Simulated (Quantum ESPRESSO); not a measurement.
## Pressure against volume in zinc-blende CdS (space group 216) (Quantum ESPRESSO, PBE)

```
CELL_PARAMETERS angstrom
      0.00000     2.85826     2.85826
      2.85826     0.00000     2.85826
      2.85826     2.85826     0.00000
ATOMIC_POSITIONS crystal
  Cd 0.00000 0.00000 0.00000
  S  0.75000 0.75000 0.75000
```

Level of theory: PBE, GBRV 1.5 ultrasoft (PBE) pseudopotentials (plane waves; Quantum ESPRESSO 7.5). Settings: ecutwfc = 52 Ry; ecutrho = 260 Ry; occupations = smearing; smearing = fd; degauss = 0.000734986 Ry; potentials = {Cd: cd_pbe_v1.uspp.F.UPF, S: s_pbe_v1.4.uspp.F.UPF}; K_POINTS = automatic 10 10 10 0 0 0; conv_thr = 1e-10 Ry; mixing_beta = 0.4. The cell above is the first row's. The rows scale it uniformly. In all rows fractional positions and the k mesh are held.

```csv
V (Å^3/atom),P (GPa)
23.351,7.23
23.859,5.46
24.366,3.86
24.874,2.43
25.381,1.16
25.889,0.00
26.397,-1.02
26.904,-1.95
27.412,?
```

Task: Fit P against V with a cubic, and predict the withheld value at V = 27.412.

Result: With u = V - 25.1, the rows have u = -1.7490, -1.2410, -0.7340, -0.2260, 0.2810, 0.7890, 1.2970, 1.8040. Least squares gives P = 1.845 - 2.5363·u + 0.2759·u² - 0.01987·u³. Residuals (row less fit): -0.001, 0.005, -0.003, -0.003, 0.006, -0.006, 0.004, -0.001; standard error 0.006 (degrees of freedom: 4). The fitted pressure is zero at V0 = 25.89, where dP/dV = -2.137, so B0 = -V0·dP/dV = 55.3 GPa. At the withheld row, u = 2.3120, so P = 1.845 - 2.5363 × 2.3120 + 0.2759 × 2.3120² - 0.01987 × 2.3120³ = -2.790 GPa. The calculation gives -2.77 GPa, 0.020 GPa above the prediction (0.2 % of the range of P in the table). The row lies outside the fitted rows, so this is an extrapolation. From the scatter of the fitted rows alone, a prediction at this place has a standard error of 0.015 GPa, so the miss is 1.3 times that.

Carrying the step between the two nearest rows on in a straight line would have given -2.88, off by 0.11; series whose last step already gives the withheld value aren't shown. The scan was laid around a cell of about the measured size, scaled by a guess for this functional. This is a metastable polymorph. The runs keep the symmetry of the cell, so they don't test it for distortions. Cutoffs and mesh are single choices, not tested for convergence of this quantity. Series with a scatter that would blur these digits, or in which a gap closes, are not shown.
